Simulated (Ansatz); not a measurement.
System: Cu-vacancy pair (Cu on one host Al site, one Al site vacant) in fcc Al (neutral cell). Level of theory: PBE, PAW (plane waves to 420 eV; Ansatz, a quantum-chemistry and plane-wave program).

Cell of 32 host sites held at the relaxed PBE lattice; a 4×4×4 k-point mesh shifted by half a step; Fermi-Dirac width 0.10 eV, spin-restricted; finite-size errors left in. Energies are static. Forms of the defect that were not tried may lie lower.

Barriers: single points on a 6×6×6 k-point mesh shifted by half a step at the bands' geometries.

The step: the Cu atom itself jumps into the vacancy (Cu-vacancy distance between ideal sites 2.86 Å throughout). Atoms about the jump, Cartesian Å from the middle of the jump, before and after:

| atom | x0 | y0 | z0 | x1 | y1 | z1 |
|---|---|---|---|---|---|---|
| Cu1 | 0.00 | -1.05 | -1.05 | 0.00 | 1.05 | 1.05 |
| Al2 | -1.92 | 0.98 | -0.97 | -1.92 | 0.97 | -0.98 |
| Al3 | 1.93 | 0.98 | -0.97 | 1.93 | 0.97 | -0.98 |
| Al4 | -1.92 | -0.97 | 0.97 | -1.92 | -0.97 | 0.97 |
| Al5 | 1.93 | -0.97 | 0.98 | 1.93 | -0.98 | 0.97 |
| Al6 | 0.00 | 3.01 | -0.99 | 0.00 | 3.01 | -0.98 |
| Al7 | 0.00 | 0.98 | -3.01 | 0.00 | 0.99 | -3.01 |
| Al8 | 0.00 | -3.01 | 0.98 | 0.00 | -3.01 | 0.99 |
| Al9 | 0.00 | -0.99 | 3.01 | 0.00 | -0.98 | 3.01 |
| Al10 | -2.01 | -1.02 | -3.01 | -1.99 | -1.00 | -3.01 |
| Al11 | 2.01 | -1.02 | -3.01 | 2.00 | -1.01 | -3.01 |
| Al12 | 2.00 | 3.01 | 1.01 | 2.01 | 3.01 | 1.02 |
| Al13 | -1.99 | 3.01 | 1.00 | -2.01 | 3.01 | 1.02 |
| Al14 | 2.01 | -3.00 | -1.02 | 2.00 | -3.01 | -1.01 |
| Al15 | -2.01 | -3.01 | -1.02 | -1.99 | -3.00 | -1.01 |
| Al16 | -1.99 | 1.01 | 3.00 | -2.01 | 1.02 | 3.01 |
| Al17 | 2.00 | 1.01 | 3.01 | 2.01 | 1.02 | 3.00 |

Question: Predict the transition state.

Answer: 
```csv
atom,x,y,z
Cu1,0.00,0.09,-0.11
Al2,-2.12,1.01,-1.02
Al3,2.12,1.01,-1.02
Al4,-2.02,-0.98,0.97
Al5,2.03,-0.98,0.97
Al6,0.00,2.91,-0.92
Al7,0.00,0.92,-2.93
Al8,0.00,-2.97,0.94
Al9,0.00,-0.96,2.96
Al10,-2.01,-1.04,-3.03
Al11,2.02,-1.04,-3.03
Al12,2.02,3.01,1.03
Al13,-2.01,3.02,1.03
Al14,1.99,-3.03,-1.03
Al15,-1.99,-3.03,-1.04
Al16,-1.99,1.02,3.02
Al17,1.99,1.02,3.02
```
It lies 0.50 eV above the start and 0.50 eV above the end. The saddle point's order was not checked, and it lies on a symmetry element of the cell, where a band can be held. Symmetry-equivalent saddle points exist between the same ends.
